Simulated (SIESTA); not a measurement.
Band structure of Sc (P6_3/mmc, 2 atoms in the cell).

```
Sc
1.0
    1.65500    -2.86654     0.00000
    1.65500     2.86654     0.00000
    0.00000     0.00000     5.27000
Sc
2
Cartesian
  1.65500   0.95551   1.31750
  1.65500  -0.95551   3.95250
```

Method of the run: GGA PBE, numerical atomic orbitals TZP, PseudoDojo PBE standard norm-conserving potentials (rewritten from UPF to PSML) in SIESTA.

Settings: XC.functional = GGA; XC.authors = PBE; potentials = PseudoDojo PBE standard; PAO.BasisSize = TZP; PAO.EnergyShift = 0.005 Ry; MeshCutoff = 400 Ry; kgrid.MonkhorstPack = 11 11 6; OccupationFunction = FD; ElectronicTemperature = 0.1 eV; MaxSCFIterations = 150; SCF.Mixer.Method = Broyden; SCF.Mixer.Weight = 0.2; SCF.Mixer.History = 6; SCF.DM.Tolerance = 1.0E-04.

The starting cell has typed, rounded lattice constants, without a prior relaxation at this level. Values carry the incompleteness of an atom-centred basis.

Levels in eV from the Fermi level, bands 8 to 13:
```tsv
point	8	9	10	11	12	13
Γ	-27.91	-5.11	-1.66	0.44	1.57	1.57
M	-27.96	-1.58	-1.03	-0.68	-0.29	1.20
K	-28.06	-0.65	-0.65	-0.57	-0.45	0.98
A	-27.95	-3.62	-3.62	0.89	0.89	1.51
L	-28.00	-1.45	-1.45	0.04	0.04	1.26
H	-27.97	-0.38	-0.38	-0.12	-0.12	0.25
```

Bands cross the Fermi level along this path, so the cell is metallic at this level.

Higher empty bands are left out: an atom-centred basis made for the valence describes them poorly.
